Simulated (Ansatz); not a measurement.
## Convergence study of shifted k-point meshes for CsCdCl3 (P4mm, 5 atoms in the cell)

```
CsCdCl3
1.0
    5.28019     0.00000     0.00000
    0.00000     5.28019     0.00000
    0.00000     0.00000     5.28019
Cs Cd Cl
1 1 3
Direct
  0.00000   0.00000   0.00947
  0.50000   0.50000   0.50000
  0.00000   0.50000   0.50000
  0.50000   0.00000   0.50000
  0.50000   0.50000   0.00000
```

Computed with LDA (PW92), default PAW files made with PBE (plane waves; Ansatz, a program for electronic structure).

Base settings: basis.ecutwfc = 420 eV; kpoints.mp_grid.grid = 5 5 5; hamiltonian.xc = lda; hamiltonian.pseudopotentials = {kind: paw} (the program's default PAW files); scf.occupations.method = fixed.

In this ladder: kpoints.mp_grid.shift = 0.5 0.5 0.5.

Shifted meshes do not hold Γ, so a gap read on them misses any band edge there.

Only quantities that move along the ladder and can be compared are tabulated.

The count of work is k-points × plane waves × bands × iterations; it is no time. 

The starting cell comes from a database of computed structures (which also holds hypothetical and non-ambient phases and stackings), without a prior relaxation at this level. Its lattice was rescaled by up to half a per cent. One atom was moved a little off its site on purpose. In the base run, with a pressure of about -3 GPa the cell is away from its equilibrium volume at this level. Ansatz's pressure includes its estimate of the finite-basis (Pulay) stress.

| kpoints.mp_grid.grid | free energy less the last step's (meV/atom) | pressure (GPa) | largest difference of a force vector from the last step's (eV/Å) | gap on the mesh (eV) | count of work / last |
|---|---|---|---|---|---|
| 1 1 1 | 712.41 | 7.04 | 0.037 | 5.365 | 0.0051 |
| 2 2 2 | 14.47 | -3.12 | 0.001 | 4.140 | 0.0051 |
| 3 3 3 | 0.08 | -3.23 | 0.000 | 2.769 | 0.031 |
| 4 4 4 | 0.01 | -3.23 | 0.000 | 2.459 | 0.031 |
| 5 5 5 | 0.00 | -3.23 | 0.000 | 2.025 | 0.092 |
| 6 6 6 | 0.00 | -3.23 | 0.000 | 1.974 | 0.092 |
| 7 7 7 | 0.00 | -3.23 | 0.000 | 1.762 | 0.20 |
| 8 8 8 | 0.00 | -3.23 | 0.000 | 1.764 | 0.20 |
| 9 9 9 | 0.00 | -3.23 | 0.000 | 1.641 | 0.38 |
| 10 10 10 | 0.00 | -3.23 | 0.000 | 1.655 | 0.38 |
| 11 11 11 | 0.00 | -3.23 | 0.000 | 1.576 | 0.64 |
| 12 12 12 | 0.00 | -3.23 | 0.000 | 1.592 | 0.64 |
| 14 14 14 | 0.00 | -3.23 | 0.000 | 1.553 | 1.0 |

Coarsest kpoints.mp_grid.grid that holds the pressure within 0.05 GPa of the last step, with all finer ones: 3 3 3, at 0.031 of the last step's count of work; the step before is off by 0.11 GPa.

Coarsest kpoints.mp_grid.grid that holds the free energy within 0.5 meV/atom of the last step, with all finer ones: 3 3 3, at 0.031 of the last step's count of work; the step before is off by 14 meV/atom.

Coarsest kpoints.mp_grid.grid that holds the forces within 0.01 eV/Å of the last step, with all finer ones: 2 2 2, at 0.0051 of the last step's count of work; the step before is off by 0.037 eV/Å.

The gap on the mesh jumps up and down from mesh to mesh; it is no smooth measure of convergence.

Keys are those of Ansatz 0.2.
